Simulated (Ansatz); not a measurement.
fcc Yb

The numbers are results of PBEsol in Ansatz (plane waves, PAW), not measurements.

Numerical settings: plane-wave cutoff 520 eV, 18×18×18 k mesh, Fermi–Dirac smearing 0.05 eV, no spin polarisation, scalar-relativistic PAW data made under PBE.

Cell (relaxed at this level):

Space group Fm-3m (No. 225); a = b = c = 5.069 Å, α = β = γ = 90.00°

```json
[
 {"atom": "Yb", "site": "4a", "symmetry": "m-3m", "x": "0.0000", "y": "0.0000", "z": "0.0000"}
]
```
(The calculation used a cell of 1 atom; values per cell refer to that cell.)

For fcc Yb, the bulk modulus is 20.7 GPa and the band gap comes out as zero (no gap). The pressure derivative B′ of the bulk modulus is 3.3.

Measured, for comparison: bulk modulus 16.3 GPa (temperature not stated, not corrected to a static lattice; as tabulated in doi:10.1007/BF02743909 (ytterbium under pressure), abstract). Computed (rounded) less measured: bulk modulus +27 %.

Spin–orbit coupling is not included.

Ansatz is a quantum-chemistry and plane-wave program.
